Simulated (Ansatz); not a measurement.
Take TiAl3 (space group I4/mmm, No. 139; relaxed with 0.1 eV smearing) as the base.

```
TiAl3
1.0
   -1.92415     1.92415     4.30642
    1.92415    -1.92415     4.30642
    1.92415     1.92415    -4.30642
Al Ti
3 1
Cartesian
  0.00000   0.00000   4.30642
  0.00000   1.92415   2.15321
  1.92415   0.00000   2.15321
  0.00000   0.00000   0.00000
```

Cartesian axes are those of the cell as printed.

Method: PBE (Ansatz, a first-principles code), no SOC.

Before the change:

The pressure is 0.0 GPa.

Modification: uniaxial strain ε_zz = +4.50 %, all other strain components held at zero, atoms relaxed at fixed cell.

### Question
How does this affect the pressure?

### Answer
The pressure (mean of the normal stresses, compression positive) goes from zero to -3.9 GPa.

No phonon test of stability was made. All final runs are without spin polarisation.
